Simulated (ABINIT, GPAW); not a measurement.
A GPAW input for a self-consistent single point of Zr4BN3 (Pm-3m, 8 atoms in the cell) (DFT PBEsol, plane waves, GPAW PAW datasets PBEsol (made by gpaw-setup)):

```python
from ase import Atoms
from ase.units import GPa
from gpaw import GPAW

atoms = Atoms(['Zr', 'Zr', 'Zr', 'Zr', 'B', 'N', 'N', 'N'],
              cell=[[4.565428, 0.000000, 0.000000],
                    [0.000000, 4.565428, 0.000000],
                    [0.000000, 0.000000, 4.565428]],
              scaled_positions=[[0.500000, 0.000000, 0.000000],
                                [0.000000, 0.500000, 0.000000],
                                [0.000000, 0.000000, 0.500000],
                                [0.500000, 0.500000, 0.500000],
                                [0.000000, 0.000000, 0.000000],
                                [0.000000, 0.500000, 0.500000],
                                [0.500000, 0.000000, 0.500000],
                                [0.500000, 0.500000, 0.000000]],
              pbc=True)

calc = GPAW(mode={'name': 'pw', 'ecut': 900},
            xc='PBEsol',
            kpts=(7, 7, 7),
            occupations={'name': 'fermi-dirac', 'width': 0.1},
            nbands=-14,
            convergence={'density': 1e-05},
            symmetry={'symmorphic': False, 'tolerance': 0.0005},
            maxiter=120,
            txt='-')

atoms.calc = calc

energy = atoms.get_potential_energy()
print('Energy (eV):', round(energy, 6))
forces = atoms.get_forces()
print('Forces (eV/Ang):')
print(forces.round(5))
stress = atoms.get_stress()
print('Stress (GPa, Voigt):', (stress / GPa).round(4))
```

Question: Write the same calculation as an input for ABINIT.

Answer: This is the input that was run; spellings and numerical settings could be chosen otherwise.

```
# Zr4BN3, PseudoDojo nc-sr-04 PBEsol standard
pp_dirpath "./"
pseudos "Zr.upf, B.upf, N.upf"
acell 3*1.0 Angstrom
rprim
         4.5654280000    0.0000000000    0.0000000000
         0.0000000000    4.5654280000    0.0000000000
         0.0000000000    0.0000000000    4.5654280000
natom 8
ntypat 3
znucl 40 5 7
typat 1 1 1 1 2 3 3 3
xcart
         4.3137042808    0.0000000000    0.0000000000
         0.0000000000    4.3137042808    0.0000000000
         0.0000000000    0.0000000000    4.3137042808
         4.3137042808    4.3137042808    4.3137042808
         0.0000000000    0.0000000000    0.0000000000
         0.0000000000    4.3137042808    4.3137042808
         4.3137042808    0.0000000000    4.3137042808
         4.3137042808    4.3137042808    0.0000000000
ecut 42 Ha
occopt 3
tsmear 0.1 eV
nband 42
kptopt 1
ngkpt 7 7 7
nshiftk 1
shiftk 0 0 0
nstep 80
tolvrs 1.0e-10
prtwf 0
prtden 0
enunit 1
```

Basis settings and potentials, where a program has them, do not carry over. This input uses DFT, PBEsol, plane waves, norm-conserving pseudopotentials (PseudoDojo nc-sr-04 PBEsol standard).

The starting cell comes from a database of computed structures (which also holds hypothetical and non-ambient phases and stackings), without a prior relaxation at this level. For this run, on top of that: lattice scaled by 0.98.
